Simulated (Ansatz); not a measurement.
Hypothetical CsCl type TaAs: response to strain

Take TaAs in the CsCl type structure (space group Pm-3m, No. 221; a = 3.2150 Å; a hypothetical phase, not in the database extracts checked; relaxed with 0.1 eV smearing) as the base. Axes: x, y, z lie along the cube axes.

Strains are applied to the cell and any free atomic positions relax; under biaxial strain the out-of-plane vector relaxes too.

Levels (all Ansatz, a program for electronic structure, PAW): PBE (420 eV, without spin-orbit coupling); PBEsol (420 eV, no SOC).

The base cell above is that of PBE; each level relaxes its own structures.

Notes on the quantities. pressure: mean of the normal stresses, compression positive.

| case | pressure, PBE | pressure, PBEsol |
|---|---|---|
| biaxial strain +2.18 %, plane normal [001], relaxed out of plane | -5.3 GPa | -5.7 GPa |
| biaxial strain −0.56 %, plane normal [110], relaxed out of plane | 1.5 GPa | [?] |
| uniaxial strain ε_xx = −0.61 % | 1.1 GPa | 1.2 GPa |
| uniaxial strain ε_yy = −3.77 % | 7.6 GPa | 8.3 GPa |
| uniaxial strain ε_yy = −2.98 % | 5.9 GPa | [?] |
| tensor shear ε_xy = +0.60 % | 0.0 GPa | [?] |

**Question.** Some entries are withheld; estimate them.

**Answer.** 
- biaxial strain −0.56 %, plane normal [110], relaxed out of plane, pressure, PBEsol: 1.6 GPa
- uniaxial strain ε_yy = −2.98 %, pressure, PBEsol: 6.4 GPa
- tensor shear ε_xy = +0.60 %, pressure, PBEsol: 0.0 GPa

The two levels differ by at most about 0.7 GPa. They put the cases in the same order.

No phonon test of stability was made. The final runs are not spin-polarised.
